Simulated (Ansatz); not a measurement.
**What biaxial strain +3.27 %, plane normal [001], relaxed out of plane does to Ru**

Take Ru in the hcp (Mg type) structure (space group P6_3/mmc, No. 194; a = 2.7046 Å, c = 4.2601 Å) as the base. Axes: x lies along a and z along c of the hexagonal cell.

Modification: biaxial strain +3.27 %, plane normal [001], relaxed out of plane (Cartesian); in-plane vectors clamped, the third vector and the atoms free.

The values are results of Ansatz (a quantum-chemistry and plane-wave program), r2SCAN, PAW, cutoff 500 eV, no SOC, not measurements. k-mesh 20×20×11 (Γ-centred); smearing 0.05 eV (Fermi–Dirac).

The volume per atom increases by 0.64 Å³ to 14.13 Å³ and the space group remains P6_3/mmc (No. 194). The shortest interatomic distance remains 2.641 Å and the pressure (mean of the normal stresses, compression positive) goes from zero to -12.5 GPa. The band gap stays zero and the out-of-plane strain is -1.78 % (rough). The mean in-plane stress (compression positive) amounts to -18.7 GPa (rough).

Cost of the whole job for the changed cell (relaxation, final SCF and bands): around 80 core-seconds (rough).

Without a gap, meshes like the base's 20×20×11 leave anisotropic stresses uncertain by several tenths of a GPa, and small strain energies with them. No phonon test of stability was made. All final runs are without spin polarisation.
